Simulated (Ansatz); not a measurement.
## Response to strain in Sb

Start from Sb (space group R-3m, No. 166; layered; relaxed with 0.1 eV smearing).

```
CELL_PARAMETERS angstrom
      2.16313     1.24888     3.77967
     -2.16313     1.24888     3.77967
      0.00000    -2.49776     3.77967
ATOMIC_POSITIONS crystal
  Sb 0.23339 0.23339 0.23339
  Sb 0.76661 0.76661 0.76661
```

Cartesian axes are those of the cell as printed.

Strains are applied to the cell and any free atomic positions relax; under biaxial strain the out-of-plane vector relaxes too.

All numbers come from r2SCAN+rVV10 (Ansatz, an electronic-structure program), spin-orbit coupling left out.

Candidates:
(a) isotropic strain +0.43 %
(b) isotropic strain +2.83 %
(c) biaxial strain +4.68 %, plane normal [001], relaxed out of plane
(d) tensor shear ε_yz = +1.48 %

Notes on the quantities. energy relative to the base: free energy F.

Q: Order them by energy relative to the base, lowest first.

A: (a) isotropic strain +0.43 % (+0.7 meV/atom), (d) tensor shear ε_yz = +1.48 % (+2.9 meV/atom), (b) isotropic strain +2.83 % (+27 meV/atom), (c) biaxial strain +4.68 %, plane normal [001], relaxed out of plane (+39 meV/atom)

Stability against distortions was not tested.
